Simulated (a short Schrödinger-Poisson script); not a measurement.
Stack: symmetric double-gate stack, SiO2 on p-type Si(100), at 400 K.

| layer | material | thickness (nm) | Na (cm⁻³) |
|---|---|---|---|
| 1 | SiO2 | 2.1 | - |
| 2 | Si | 20 | 4e16 |
| 3 | SiO2 | 2.1 | - |

Constants are typed, rounded textbook-type inputs, not results; the design itself was drawn at random and stands for no fabricated device. SiO2: permittivity 3.9, conduction-band edge (eV) 3.15, gap (eV) 9, electron mass (mₑ) 0.5. Si: permittivity 11.7, conduction-band edge (eV) 0, gap (eV) 1.124, Nv at 300 K (cm⁻³) 3.1e19.

Channel valleys (confinement mass, in-plane density-of-states mass, number): Δ2 0.916, 0.19, 2; Δ4 0.19, 0.417, 4. At the gates, both at one voltage, the conduction-band edge of layer 1 lies 3.18 eV − eVg above the Fermi level of the channel. Gaps are held at their typed values at every temperature. Mesh 0.03 nm at interfaces.

From a short Schrödinger-Poisson script (our own, NumPy): 1D Poisson equation in equilibrium, electrons classical, Fermi-Dirac, parabolic valleys, classical holes, full ionisation, no traps, pinning or gate leakage.

The same stack at other levels of the model or other numerical settings:

| run | sheet density of all electrons at Vg = 1.5 V (cm⁻²) | sheet density of all electrons at Vg = 0.3 V (cm⁻²) | capacitance of both gates at Vg = 1.5 V (μF/cm²) | gate voltage at 1e11 electrons/cm² (V) | rough cost against the base |
|---|---|---|---|---|---|
| base | 2.76e13 | 5.89e12 | 2.99 | -0.19 | about 1 |
| electrons treated as classical, Boltzmann | 2.83e13 | 5.94e12 | 3.13 | -0.19 | 0.3 |
| electrons treated as quantum, Hartree | 2.50e13 | 5.16e12 | 2.81 | -0.18 | 10 |
| mesh six times as coarse | 2.73e13 | 5.84e12 | 2.96 | -0.19 | 0.4 |

The classical rows ignore confinement, and Boltzmann statistics overrate the density once the band edge passes the Fermi level.
